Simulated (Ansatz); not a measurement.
**bcc W (1 1 0) on zinc-blende BN (1 1 0) (film strained to the substrate, started from cuts of the bulks and a machine-learned relaxation; slabs B36N36 and W16, which can lie off the formulas)**

A periodic stack without vacuum, bcc W (1 1 0) on zinc-blende BN (1 1 0) (film strained to the substrate, started from cuts of the bulks and a machine-learned relaxation; slabs B36N36 and W16, which can lie off the formulas): substrate slab B36N36, film W16, surface cells [[-1, 2], [-1, -1]] and [[4, 2], [0, 1]], film strained by -1.4 and -1.4 %, outermost planes BN/BN and W/W as cut, which need not be the usual terminations and can put a slab off its formula.

The start was prepared with a machine-learned potential, and the result is one local minimum, with the in-plane cell held and forces under 0.04 eV/Å; the film can end far from its bulk form.

Computed with PBE (plane waves to 420 eV, PAW; Ansatz, a program for electronic structure). No spin–orbit coupling; the runs are not spin-polarised. Its k-point mesh 4×6×1, Fermi–Dirac width 0.05 eV.

| Item | Result |
|---|---|
| interface area | 27.9 Å² |
| period | 24.83 Å |
| heights between the nearest atoms of the two slabs at the two interfaces | 1.89 and 1.89 Å |
| B–W contacts across the interfaces within 1.22 times the sum of covalent radii | 16, mean 2.60 Å |
| N–W contacts across the interfaces within 1.22 times the sum of covalent radii | 8, mean 2.23 Å |
| hole barrier (PBE) | 1.74 eV |
| electron barrier (PBE) | 2.72 eV |

```
W4B9N9
1.0
    6.27836     0.00002     0.02180
    0.00002     4.43949    -0.01069
    2.00587    -1.41708    24.83998
B N W
36 36 16
Direct
  0.03663   0.95388   0.09053
  0.36957   0.61994   0.08978
  0.70241   0.28406   0.08982
  0.05422   0.44586   0.04115
  0.38714   0.11447   0.04121
  0.72824   0.76794   0.03981
  0.66746   0.31806   0.19338
  0.00051   0.98481   0.19367
  0.33381   0.65146   0.19349
  0.68502   0.80045   0.14183
  0.01781   0.46879   0.14203
  0.35144   0.13531   0.14192
  0.29948   0.68586   0.29674
  0.63288   0.35250   0.29672
  0.96615   0.01917   0.29682
  0.31675   0.16875   0.24509
  0.65011   0.83520   0.24510
  0.98337   0.50212   0.24519
  0.93178   0.05345   0.40004
  0.26508   0.72032   0.39995
  0.59843   0.38699   0.40001
  0.94896   0.53638   0.34843
  0.28231   0.20301   0.34831
  0.61561   0.86968   0.34836
  0.56431   0.42226   0.50319
  0.89781   0.08747   0.50330
  0.23073   0.75567   0.50311
  0.58106   0.90406   0.45162
  0.91462   0.57074   0.45176
  0.24788   0.23730   0.45146
  0.19988   0.79992   0.60398
  0.53286   0.46846   0.60391
  0.87297   0.12287   0.60532
  0.21520   0.27503   0.55460
  0.54766   0.94162   0.55535
  0.88051   0.60571   0.55531
  0.29531   0.42836   0.04178
  0.63557   0.09579   0.03727
  0.96964   0.76765   0.04168
  0.94916   0.28127   0.09001
  0.28554   0.94935   0.08991
  0.61805   0.61441   0.08978
  0.93469   0.80158   0.14228
  0.26782   0.46818   0.14198
  0.60106   0.13333   0.14147
  0.58394   0.65109   0.19341
  0.91713   0.31810   0.19352
  0.25067   0.98491   0.19346
  0.56677   0.16850   0.24501
  0.90002   0.83540   0.24526
  0.23335   0.50206   0.24516
  0.21622   0.01920   0.29671
  0.54949   0.68579   0.29671
  0.88280   0.35248   0.29680
  0.19893   0.53635   0.34837
  0.53233   0.20303   0.34835
  0.86559   0.86967   0.34844
  0.84837   0.38679   0.40012
  0.18181   0.05356   0.39987
  0.51507   0.72026   0.39995
  0.83113   0.90377   0.45173
  0.16439   0.57070   0.45162
  0.49791   0.23753   0.45164
  0.48072   0.75510   0.50314
  0.81361   0.42059   0.50366
  0.14779   0.08829   0.50285
  0.46370   0.27094   0.55521
  0.79613   0.93607   0.55534
  0.12740   0.60278   0.55512
  0.11560   0.12133   0.60346
  0.44139   0.78201   0.60334
  0.77867   0.45240   0.60785
  0.87639   0.75704   0.68387
  0.13907   0.26201   0.68673
  0.38725   0.75428   0.68750
  0.64495   0.25894   0.68538
  0.85869   0.28736   0.77659
  0.10579   0.78948   0.77687
  0.35744   0.28864   0.77723
  0.60853   0.78791   0.77682
  0.82799   0.81796   0.86855
  0.07530   0.31989   0.86824
  0.32720   0.81882   0.86788
  0.57800   0.31835   0.86831
  0.78385   0.34951   0.96124
  0.04839   0.85250   0.95839
  0.29709   0.34430   0.95761
  0.55338   0.85039   0.95974
```
